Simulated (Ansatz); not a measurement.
Input and output of a self-consistent single point for AuAl₂ (Fm-3m, 3 atoms in the cell) (Ansatz, a quantum-chemistry and plane-wave program).

Computed with PBE with spin-orbit coupling (plane waves, PAW; Ansatz).

```
AuAl2
1.0
    0.00000     2.93400     2.93400
    2.93400     0.00000     2.93400
    2.93400     2.93400     0.00000
Al Au
2 1
Cartesian
  1.46700   1.46700   1.46700
  4.40100   4.40100   4.40100
  0.00000   0.00000   0.00000
```

Reference input (self-consistent single point, DFT, PBE, plane waves, default PAW files): basis.ecutwfc = 30.9 Ry; kpoints.mp_grid.grid = 13 13 13; hamiltonian.xc = pbe; hamiltonian.pseudopotentials = {kind: paw} (the program's default PAW files); scf.occupations.method = gaussian; scf.occupations.width = 0.0037 Ry. This run's input differs from it in these lines:

Ansatz 0.2 input:
```diff
@@ -16,2 +16,5 @@
   pseudopotentials: { kind: paw }
+magnetization:
+  noncollinear: true
+  spin_orbit: true
 scf:
```

Output, abridged:

```
SCF iter   1: F=—  HF=-14265.725210 eV  |F-HF|=—  |Δ(HF+E_count)|=         —  Δρ=1.32e-1  dr2=1.18e1  dr2_m=0.00e0 (ungated)  ethr=3.10e-3  |M|=0.00e0 ∫|m|=0.00e0 μB  |m|>n=0.0e0 m-floor=0.0e0 τ_xc=0.0e0  β_m=0.30  ⟨swp⟩=7.2  Hψ=7394  notcnv=0  defer=2
all-band conjugate gradients solve this SCF's bands
preconditioner: auto → Kerker (q_TF=auto, 2.426 Å⁻¹)
spin=Noncollinear: Kerker preconditioning applied to the charge; magnetization (m_x, m_y, m_z) channels mix plain (no charge-response kernel on spin).
   [... lines left out ...]
SCF iter   7: F=—  HF=-14263.078321 eV  |F-HF|=—  |Δ(HF+E_count)|=   3.26e-6  Δρ=1.79e-5  dr2=1.54e-7  dr2_m=0.00e0 (ungated)  ethr=3.32e-8  |M|=0.00e0 ∫|m|=0.00e0 μB  |m|>n=0.0e0 m-floor=0.0e0 τ_xc=0.0e0  β_m=0.88  ⟨swp⟩=2.0  Hψ=1965  notcnv=0  defer=340
SCF iter   8: F=-14263.078321 eV  HF=-14263.078321 eV  |F-HF|=6.73e-11  |Δ(HF+E_count)|=   3.14e-8  Δρ=1.23e-6  dr2=6.97e-10  dr2_m=0.00e0 (ungated)  ethr=4.00e-10  |M|=0.00e0 ∫|m|=0.00e0 μB  |m|>n=0.0e0 m-floor=0.0e0 τ_xc=0.0e0  ⟨swp⟩=10.8  Hψ=7018  notcnv=0
SCF 1 converged in 8 iterations: F = -14263.078321 eV  dr2 = 6.97e-10
Magnetization: |M| = 0.0000 μB,  M = (+0.0000, +0.0000, +0.0000) μB
Absolute magnetization: 0.0000 μB (∫|m|)
  site 0: m = (+0.0000, +0.0000, +0.0000) μB, |m| = 0.0000 μB  (R = 1.05 Å)
  site 1: m = (+0.0000, +0.0000, +0.0000) μB, |m| = 0.0000 μB  (R = 1.05 Å)
  site 2: m = (+0.0000, +0.0000, +0.0000) μB, |m| = 0.0000 μB  (R = 1.05 Å)
Free energy (F): -14263.078321 eV
Internal energy: -14263.077157 eV  (E = F + TS)
E sigma→0 (E₀):  -14263.077739 eV
Entropy (-TS):   -0.001164 eV (-0.388 meV/atom)
Fermi energy:    12.289688 eV
--- Forces (eV/Å), atoms counted from 1 ---
  atom   1  Al     0.00000000     0.00000000     0.00000000
   [... zero for the other atoms too ...]
--- Stress (GPa, compression-positive) ---
       11.887353       0.000000       0.000000
       -0.000000      11.887353      -0.000000
        0.000000      -0.000000      11.887353
  P = ⅓ Tr σ = 11.8874 GPa (118.874 kbar)
  The stress holds the Pulay correction. Without it, at fixed plane waves, as pw.x and ABINIT print it: P = 11.8255 GPa
```

The run converged in 8 iterations. Against the reference run the pressure goes from 12.82 to 11.89 GPa.

The starting cell has typed, rounded lattice constants, without a prior relaxation at this level. Its lattice was rescaled by a random factor within 2.5 % of one. With a pressure of about 12 GPa the cell is away from its equilibrium volume at this level. Ansatz's pressure includes its estimate of the finite-basis (Pulay) stress.
